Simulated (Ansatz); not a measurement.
Data:

A slab with vacuum along the third vector:

```xyz
9
Lattice="4.3930 0.0000 0.0000 0.0000 4.3930 0.0000 0.0000 0.0000 28.5000" Properties=species:S:1:pos:R:3 pbc="T T T"
Sb     0.0000     2.1965     8.0248
Ga     2.1965     2.1965     9.5515
Sb     2.1965     0.0000    11.1324
Ga     0.0000     0.0000    12.6842
Sb     0.0000     2.1965    14.2500
Ga     2.1965     2.1965    15.8158
Sb     2.1965     0.0000    17.3676
Ga     0.0000     0.0000    18.9485
Sb     0.0000     2.1965    20.4752
```

Slab: 9 atoms, Ga4Sb5, 12.4 Å thick at the start; k 6x6x1, smearing 0.025 eV, dipole-corrected; all atoms relaxed; held to the start's symmetry, so lower structures may exist; spin-polarised from one start with parallel moments (other orders not tried), no spin-orbit, no U. The slab shows no gap on its mesh. The starting moment vanished.

Q: Estimate the work function of the top face that Ansatz (a quantum-chemistry and plane-wave program) with PBE returns for this input.

A: 5.22 eV
